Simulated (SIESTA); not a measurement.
Band structure of TiOs (Pm-3m, 2 atoms in the cell).

```yaml
crystal:
  lattice:
    - [3.08463, 0.00000, 0.00000]
    - [0.00000, 3.08463, 0.00000]
    - [0.00000, 0.00000, 3.08463]
  atoms:
    - { symbol: Ti, position: [0.50000, 0.50000, 0.50000] }
    - { symbol: Os, position: [0.00000, 0.00000, 0.00000] }
```

Method: GGA PBEsol, numerical atomic orbitals DZP, PseudoDojo PBEsol standard norm-conserving potentials (rewritten from UPF to PSML) in SIESTA.

Settings: XC.functional = GGA; XC.authors = PBEsol; potentials = PseudoDojo PBEsol standard; PAO.BasisSize = DZP; PAO.EnergyShift = 0.01 Ry; MeshCutoff = 300 Ry; kgrid.MonkhorstPack = 14 14 14; OccupationFunction = MP; OccupationMPOrder = 0; ElectronicTemperature = 100 meV; MaxSCFIterations = 150; SCF.Mixer.Method = Pulay; SCF.Mixer.Weight = 0.2; SCF.Mixer.History = 8.

The starting cell comes from a database of computed structures (which also holds hypothetical and non-ambient phases and stackings), without a prior relaxation at this level. Spin-orbit coupling is off. Spin polarisation is off. Values carry the incompleteness of an atom-centred basis.

Levels in eV from the Fermi level, bands 11 to 16:
```csv
point,11,12,13,14,15,16
Γ,-5.28,-1.33,-1.33,-1.33,1.82,1.82
X,-3.40,-1.62,-1.62,-0.87,-0.11,0.66
M,-3.17,-3.17,0.95,0.95,1.08,1.18
R,-3.66,-1.56,-1.56,-1.56,1.29,1.29
```

Bands cross the Fermi level along this path, so the cell is metallic at this level.

Higher empty bands are left out: an atom-centred basis made for the valence describes them poorly.
